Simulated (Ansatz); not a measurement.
Take Ru in the hcp (Mg type) structure (space group P6_3/mmc, No. 194; relaxed with 0.1 eV smearing) as the base.

```
Ru
1.0
    2.70429     0.00000     0.00000
   -1.35214     2.34198     0.00000
    0.00000     0.00000     4.26291
Ru
2
Direct
  0.66667   0.33333   0.75000
  0.33333   0.66667   0.25000
```

Cartesian axes are those of the cell as printed.

Calculations: r2SCAN (Ansatz, a quantum-chemistry and plane-wave program, PAW, no SOC).

Base values:

```
Quantity           Result
---------------  --------
Volume per atom  13.50 Å³
Pressure          0.0 GPa
```

One thing is altered: compressive biaxial strain of 3.00 % in the plane normal to [001], as in epitaxy on a mismatched substrate; the out-of-plane cell vector and the atoms relax.

### Question
What does the calculation give for the volume per atom after the change?

### Answer
The volume per atom shrinks by 0.59 Å³ to 12.91 Å³.

### Question
What happens to the pressure?

### Answer
The pressure (mean of the normal stresses, compression positive) goes from zero to 16.8 GPa.

Whether these cells are dynamically stable was not tested. The final runs are not spin-polarised.
